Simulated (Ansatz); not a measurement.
Functionals compared on the (100) surface of fcc Pt, clean 1x1 (bottom of the slab: a bare face, its two planes held), in Ansatz (plane waves, PAW). The structure was relaxed with PBE; the other rows are single points on it. Cutoff 420 eV (500 eV for r2SCAN).

Model: 6-atom slab, 9.9 Å thick at the start (thin: gaps and levels are the slab's own), 13x13x1 mesh, Fermi-Dirac 0.1 eV, dipole correction, 2 atoms held, the rest relaxed; start symmetry kept, larger cells not searched; no spin, no spin-orbit, no U. These notes are the PBE run's.

```csv
functional,work function of the top face (eV),rough cost of the single point
PBE,5.66,–
LDA,6.04,roughly 20 core-seconds
PBEsol,5.78,about 17 core-seconds (a rough figure)
RPBE,5.49,very roughly 17 core-seconds
r2SCAN,5.73,about 40 core-seconds (a rough figure)
```

Ansatz is a quantum-chemistry and plane-wave program.
